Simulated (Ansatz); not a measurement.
Functionals compared on OH on the 1x1 (110) surface of 3C silicon carbide (cut with top plane C + Si), one in a 2x2 cell, started at the site 'hollow C-C-Si-Si', in Ansatz (plane waves, PAW). The structure was relaxed with PBE; the other rows are single points on it, each with its references at the same level. Cutoff 420 eV (500 eV for r2SCAN).

Host crystal: 3C silicon carbide, with a band gap (PBE, scalar-relativistic without spin-orbit coupling).

Model: 50-atom slab, 7.7 Å thick at the start under the adsorbate (thin: gaps and levels are the slab's own), 3x3x1 mesh, Fermi-Dirac 0.01 eV, dipole correction, 24 atoms held, the rest relaxed; no symmetry held; spin-polarised, ending with about 1.0 μB a cell; orders that need a larger cell were not tried, no spin-orbit, no U, no dispersion correction. At the end it is bonded to Si. In PBE it is, or lies within 0.03 eV of, the lowest of the starts that converged. These notes are the PBE run's. r2SCAN: The program's check for a lower electronic state was not made. Adsorption energies are against H2O(g) − ½ H2(g). A negative adsorption energy means that the adsorbate is more stable on the surface than in its reference.

```tsv
functional	adsorption energy (eV)	magnetic moment of the cell (μB)	rough cost of the single point
PBE	-1.07	1.00	–
RPBE	-0.94	1.00	roughly 9 core-minutes
r2SCAN	-1.42	1.00	around 14 core-minutes (rough)
```

Ansatz is a first-principles code.
